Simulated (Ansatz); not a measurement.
## By hand: formation energy of 4 Be_Al in Al (fcc, Fm-3m)

We look at the formation energy of 4 Be_Al in Al (fcc, Fm-3m). Reaction: 28 Al (fcc) + 4 Be (hcp) → cell A.

A: a supercell of 32 sites of Al (fcc, Fm-3m) with Be on an Al site (7 Al at 2.68–2.81 Å); Be on an Al site (5 Al at 2.68–2.81 Å); Be on an Al site (6 Al at 2.68–2.81 Å); Be on an Al site (6 Al at 2.66–2.79 Å); the closest two of these centres are 2.6 Å apart, the farthest 4.8 Å; spin state with PBE: run without spin.

Method: Ansatz (a program for electronic structure), PAW, neutral cells at 0 K with nuclei at rest, on structures from PBE. Ansatz runs with its PAW set soft_1. Larger cells are relaxed from a start prepared with the learned potential CHGNet, on a coarser mesh till forces fall under 0.03 eV/Å, which some starts already meet. A dispersion term (D3(BJ), or D4 for r2SCAN) was computed beside these levels and is taken off wherever the name lacks it. Space groups of crystals are read within 0.01 Å. The cell is small for its defects, so this is an ordered compound on the host's lattice rather than an isolated defect.

Total energies of the cells in eV, at zero smearing width. They compare only within one column; the weights balance every element.

```csv
cell,atoms,weight,PBE
A: Al:4 Be_Al,32,+1,-15418.11253
Al (fcc),32,−7/8,-17199.97733
Be (hcp),2,−2,-185.52928
```

PBE: (-15418.11253) − 7/8 × (-17199.97733) − 2 × (-185.52928) = 2.926 eV.
